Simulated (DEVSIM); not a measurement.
Device: Co/SiO2/p-Si capacitor, at 300 K.

| layer (left to right) | material | thickness (nm) | Na (cm⁻³) |
|---|---|---|---|
| 1 | SiO2 | 55.0 | - |
| 2 | Si | 10000 | 3e15 |

Metal gate on the left, work function 5 eV. Fixed charge at the semiconductor interface -7.2e11 cm⁻² (in units of +e); interface traps 1.8e12 cm⁻² eV⁻¹, uniform in energy, neutral level at 0.5 of the gap above the valence band.

The device is made up for the run: typed textbook-type constants, with dimensions and the other settings drawn at random. Values at 300 K.

```csv
parameter,SiO2,Si
gap (eV),9,1.124
affinity (eV),0.9,4.05
permittivity,3.9,11.7
Nc (cm⁻³),-,2.86e19
Nv (cm⁻³),-,3.1e19
```

DEVSIM, 1D Poisson equation in equilibrium, Boltzmann statistics, complete ionisation; no quantum confinement or tunnelling. Metal contacts follow the ideal Schottky-Mott rule: no Fermi-level pinning, no interface dipoles.

**Question.** Tabulate band edges, carrier densities and field at -5.0 V on the gate.

**Answer.** Energies count from the Fermi level of the right contact; mesh points crowd at the junctions.

```json
[
 {"x (μm)": "0.000", "Ec (eV)": "9.100", "Ev (eV)": "0.100", "n (cm⁻³)": "< 1e2", "p (cm⁻³)": "< 1e2", "field (V/cm)": "-880000"},
 {"x (μm)": "0.001998", "Ec (eV)": "8.924", "Ev (eV)": "-0.077", "n (cm⁻³)": "< 1e2", "p (cm⁻³)": "< 1e2", "field (V/cm)": "-880000"},
 {"x (μm)": "0.007285", "Ec (eV)": "8.456", "Ev (eV)": "-0.544", "n (cm⁻³)": "< 1e2", "p (cm⁻³)": "< 1e2", "field (V/cm)": "-880000"},
 {"x (μm)": "0.02128", "Ec (eV)": "7.219", "Ev (eV)": "-1.781", "n (cm⁻³)": "< 1e2", "p (cm⁻³)": "< 1e2", "field (V/cm)": "-880000"},
 {"x (μm)": "0.04605", "Ec (eV)": "5.031", "Ev (eV)": "-3.969", "n (cm⁻³)": "< 1e2", "p (cm⁻³)": "< 1e2", "field (V/cm)": "-880000"},
 {"x (μm)": "0.05237", "Ec (eV)": "4.472", "Ev (eV)": "-4.528", "n (cm⁻³)": "< 1e2", "p (cm⁻³)": "< 1e2", "field (V/cm)": "-880000"},
 {"x (μm)": "0.05476", "Ec (eV)": "4.260", "Ev (eV)": "-4.740", "n (cm⁻³)": "< 1e2", "p (cm⁻³)": "< 1e2", "field (V/cm)": "-880000"},
 {"x (μm)": "0.05751", "Ec (eV)": "1.048", "Ev (eV)": "-0.076", "n (cm⁻³)": "< 1e2", "p (cm⁻³)": "1.6e18", "field (V/cm)": "-110000"},
 {"x (μm)": "0.06399", "Ec (eV)": "1.003", "Ev (eV)": "-0.121", "n (cm⁻³)": "410", "p (cm⁻³)": "2.8e17", "field (V/cm)": "-46000"},
 {"x (μm)": "0.08191", "Ec (eV)": "0.955", "Ev (eV)": "-0.169", "n (cm⁻³)": "2600", "p (cm⁻³)": "4.5e16", "field (V/cm)": "-16000"},
 {"x (μm)": "0.1314", "Ec (eV)": "0.913", "Ev (eV)": "-0.211", "n (cm⁻³)": "13000", "p (cm⁻³)": "8.7e15", "field (V/cm)": "-4500"},
 {"x (μm)": "0.3549", "Ec (eV)": "0.886", "Ev (eV)": "-0.238", "n (cm⁻³)": "37000", "p (cm⁻³)": "3.1e15", "field (V/cm)": "-160"},
 {"x (μm)": "0.8860", "Ec (eV)": "0.885", "Ev (eV)": "-0.239", "n (cm⁻³)": "39000", "p (cm⁻³)": "3.0e15", "field (V/cm)": "≈ 0"},
 {"x (μm)": "2.354", "Ec (eV)": "0.885", "Ev (eV)": "-0.239", "n (cm⁻³)": "39000", "p (cm⁻³)": "3.0e15", "field (V/cm)": "≈ 0"},
 {"x (μm)": "7.245", "Ec (eV)": "0.885", "Ev (eV)": "-0.239", "n (cm⁻³)": "39000", "p (cm⁻³)": "3.0e15", "field (V/cm)": "≈ 0"},
 {"x (μm)": "9.039", "Ec (eV)": "0.885", "Ev (eV)": "-0.239", "n (cm⁻³)": "39000", "p (cm⁻³)": "3.0e15", "field (V/cm)": "≈ 0"},
 {"x (μm)": "9.688", "Ec (eV)": "0.885", "Ev (eV)": "-0.239", "n (cm⁻³)": "39000", "p (cm⁻³)": "3.0e15", "field (V/cm)": "≈ 0"},
 {"x (μm)": "9.923", "Ec (eV)": "0.885", "Ev (eV)": "-0.239", "n (cm⁻³)": "39000", "p (cm⁻³)": "3.0e15", "field (V/cm)": "≈ 0"},
 {"x (μm)": "10.02", "Ec (eV)": "0.885", "Ev (eV)": "-0.239", "n (cm⁻³)": "39000", "p (cm⁻³)": "3.0e15", "field (V/cm)": "≈ 0"},
 {"x (μm)": "10.04", "Ec (eV)": "0.885", "Ev (eV)": "-0.239", "n (cm⁻³)": "39000", "p (cm⁻³)": "3.0e15", "field (V/cm)": "≈ 0"},
 {"x (μm)": "10.05", "Ec (eV)": "0.885", "Ev (eV)": "-0.239", "n (cm⁻³)": "39000", "p (cm⁻³)": "3.0e15", "field (V/cm)": "≈ 0"},
 {"x (μm)": "10.05", "Ec (eV)": "0.885", "Ev (eV)": "-0.239", "n (cm⁻³)": "39000", "p (cm⁻³)": "3.0e15", "field (V/cm)": "≈ 0"}
]
```
